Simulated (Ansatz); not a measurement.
Relaxation of the outer planes of the (221) surface of fcc Rh in its 1x1 cell, outermost plane spacing 0.64 Å in the ideal cut.

Level of theory: PBE (plane waves to 420 eV, PAW; Ansatz, a program for electronic structure).

Set-up: 17 atoms, 10.2 Å thick at the start (thin: gaps and levels are the slab's own); mesh 14x5x1; 0.1 eV smearing; dipole correction on; all atoms relaxed; held to the start's symmetry, so lower structures may exist; no spin, no spin-orbit, no U.

```tsv
plane	atoms	bulk spacing to the next (Å)	relaxed spacing (Å)	change (%)	rumpling (Å)
1	Rh	0.638	0.592	-7.2	0.00
2	Rh	0.638	0.610	-4.5	0.00
```
